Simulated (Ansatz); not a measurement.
The parent structure is Sr₃AsN in the anti-perovskite structure (space group Pm-3m, No. 221; a = 5.041 Å; a cell from a computed database, its experimental status unchecked).

The change: a hydrostatic pressure of 0.3 GPa.

Levels (all Ansatz, a quantum-chemistry and plane-wave program, PAW): PBEsol (420 eV, spin-orbit coupling left out); HSE06 (420 eV, no spin-orbit coupling).

The geometry is relaxed with PBEsol.

```
Item              Result
---------------  -------
PBEsol band gap  0.36 eV
```

With HSE06 at the same geometry, the band gap increases by 0.83 eV to 1.19 eV.

Single points use the geometry relaxed with PBEsol. Load acts through the strain it causes; cell and atoms are relaxed under it. No phonon test of stability was made.
